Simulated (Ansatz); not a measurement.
Levels about the gap of amorphous Si24O51Y2 (77 atoms in a cell of 1200 Å³, 2.31 g/cm³; zone centre alone, so wide bands show as single levels with stretches between that a denser mesh fills), at the geometry that PBE relaxed, where it gives 0.0 GPa on a denser mesh. The participation number counts the atoms over which a state spreads; weights are charges in smoothed Voronoi cells. The levels come from a single point, so bond lengths are those of that geometry. Method of the levels: PBE, scalar-relativistic without spin-orbit coupling (Ansatz, a first-principles code). Sampling: the zone centre alone; Fermi-Dirac width 0.02 eV; no spin polarisation. At PBE the levels at the filled edge of the gap are localised (band-tail or defect states), and the nearest spread-out levels lie 5.1 eV apart at the zone centre.

The cell was made by melting and quenching with the CHGNet potential and then relaxed with DFT. O atoms were pushed apart under 1.9 Å during the dynamics, to hinder bonds among them. The hot cell started wider than the set density and was brought back towards it in steps. It is the lowest in DFT energy of 2 quenches. It is a model cell: composition and starting density were chosen by hand, and all elements were melted together. No dispersion term was used. Its density started from a set value of 2.38 and ended at 2.31 g/cm³. The quench (nominally 400 K/ps over its main leg) was far faster than any real one, so the model tends to hold more defects than a real film. A cell of this size samples the disorder only roughly. Volume and shape were free in the relaxation.

```
E - E(highest filled), eV  filling  participation number       largest on  weight O  weight Y  weight Si
-------------------------  -------  --------------------  ---------------  --------  --------  ---------
-0.52                       filled                  14.7  O, 2 neighbours      0.94      0.02       0.04
-0.45                       filled                   6.6  O, 2 neighbours      0.93      0.03       0.04
-0.42                       filled                  15.4  O, 2 neighbours      0.95      0.01       0.03
-0.40                       filled                   3.7  O, 2 neighbours      0.94      0.02       0.04
-0.22                       filled                   5.3  O, 2 neighbours      0.94      0.03       0.03
-0.14                       filled                   5.7  O, 2 neighbours      0.95      0.01       0.04
0.00                        filled                   4.9  O, 2 neighbours      0.96      0.01       0.04
4.51                         empty                  60.7  Y, 4 neighbours      0.69      0.07       0.25
5.63                         empty                   8.8  Y, 4 neighbours      0.50      0.34       0.16
5.66                         empty                  12.4  Y, 4 neighbours      0.48      0.36       0.16
5.86                         empty                   9.5  Y, 4 neighbours      0.50      0.30       0.20
5.98                         empty                  12.6  Y, 4 neighbours      0.45      0.37       0.18
6.18                         empty                   8.3  Y, 4 neighbours      0.48      0.34       0.18
6.32                         empty                  14.3  Y, 4 neighbours      0.51      0.28       0.21
```

Most localised among these is the filled level at -0.40 eV, on a O atom, which has 2 neighbours (Si 1.59 Å, Y 2.11 Å).
